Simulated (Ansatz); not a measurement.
Take CdTe in the zinc blende structure (space group F-43m, No. 216; a = 6.558 Å) as the base. Axes: x, y, z lie along the cube axes.

Computed with r2SCAN/PAW in Ansatz (a program for electronic structure), spin-orbit coupling left out.

Strains are applied to the cell and any free atomic positions relax; under biaxial strain the out-of-plane vector relaxes too.

One change was made to it. Results:

The band gap stays essentially unchanged (1.17 eV against 1.16 eV); the energy rises by 0.9 meV/atom.

**Question.** Name the change that was made.
A) biaxial strain −1.00 %, plane normal [001], relaxed out of plane
B) biaxial strain −3.00 %, plane normal [001], relaxed out of plane
C) biaxial strain −2.00 %, plane normal [001], relaxed out of plane
D) biaxial strain −2.50 %, plane normal [001], relaxed out of plane

**Answer.** A, biaxial strain −1.00 %, plane normal [001], relaxed out of plane. For comparison, the energy relative to the base in the other runs: biaxial strain −3.00 %, plane normal [001], relaxed out of plane gives +8.4 meV/atom; biaxial strain −2.50 %, plane normal [001], relaxed out of plane gives +5.7 meV/atom; biaxial strain −2.00 %, plane normal [001], relaxed out of plane gives +3.6 meV/atom.

Spin-orbit coupling, missing from the scalar runs, can matter with Te. Stability against distortions was not tested.
